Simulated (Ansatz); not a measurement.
Take Si in the diamond structure (space group Fd-3m, No. 227) as the base.

```
CELL_PARAMETERS angstrom
      0.00000     2.70105     2.70105
      2.70105     0.00000     2.70105
      2.70105     2.70105     0.00000
ATOMIC_POSITIONS crystal
  Si 0.00000 0.00000 0.00000
  Si 0.25000 0.25000 0.25000
```

Cartesian axes are those of the cell as printed.

Computed with Ansatz (a program for electronic structure), LDA, PAW, cutoff 420 eV, without spin-orbit coupling.

Modification: tensile biaxial strain of 1.25 % in the plane normal to [111], as in epitaxy on a mismatched substrate; the out-of-plane cell vector and the atoms relax.

Task: Predict the new in-plane stress.

Result: The mean in-plane stress (compression positive) amounts to -2.7 GPa.

Task: How does this affect the ratio −ε⊥/ε∥?

Result: The ratio −ε⊥/ε∥ is 0.45.

No phonon test of stability was made.
